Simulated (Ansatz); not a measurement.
# A computed series for SnSe: response to strain

The reference is SnSe in the GeS type structure (space group Pnma, No. 62; layered, stacked along the Cartesian x axis).

```
CELL_PARAMETERS angstrom
     11.49319     0.00000     0.00000
      0.00000     4.16897     0.00000
      0.00000     0.00000     4.38450
ATOMIC_POSITIONS crystal
  Sn 0.11788 0.25000 0.09486
  Sn 0.38212 0.75000 0.59486
  Sn 0.88212 0.75000 0.90514
  Sn 0.61788 0.25000 0.40514
  Se 0.85696 0.25000 0.47746
  Se 0.64304 0.75000 0.97746
  Se 0.14304 0.75000 0.52254
  Se 0.35696 0.25000 0.02254
```

Cartesian axes are those of the cell as printed.

Strains are applied to the cell and any free atomic positions relax; under biaxial strain the out-of-plane vector relaxes too; under stress the whole cell relaxes.

Calculations: Ansatz (a quantum-chemistry and plane-wave program), PBE-D3(BJ), PAW, cutoff 420 eV, without spin-orbit coupling.

Notes on the quantities. band gap: an upper bound: an edge found on the path is not a true extremum; the base alone; pressure: mean of the normal stresses, compression positive.

```json
[
 {"case": "base", "band gap": "0.46 eV", "volume per atom": "26.26 Å³", "pressure": "0.00 GPa"},
 {"case": "biaxial strain +0.74 %, plane normal [001], relaxed out of plane", "band gap": "0.50 eV", "volume per atom": "26.43 Å³", "pressure": "-0.27 GPa"},
 {"case": "biaxial strain +1.00 %, plane normal [001], relaxed out of plane", "band gap": "0.50 eV", "volume per atom": "26.49 Å³", "pressure": "-0.36 GPa"},
 {"case": "uniaxial strain ε_yy = +2.23 %", "band gap": "0.58 eV", "volume per atom": "26.85 Å³", "pressure": "-0.85 GPa"},
 {"case": "uniaxial stress, 2 GPa tension along x", "band gap": "0.31 eV", "volume per atom": "26.98 Å³", "pressure": "–"}
]
```

Beyond what the load breaks, stability against distortions was not tested. The program warned that a D3 coordination switch lies within reach, so dispersion energies are less smooth here.
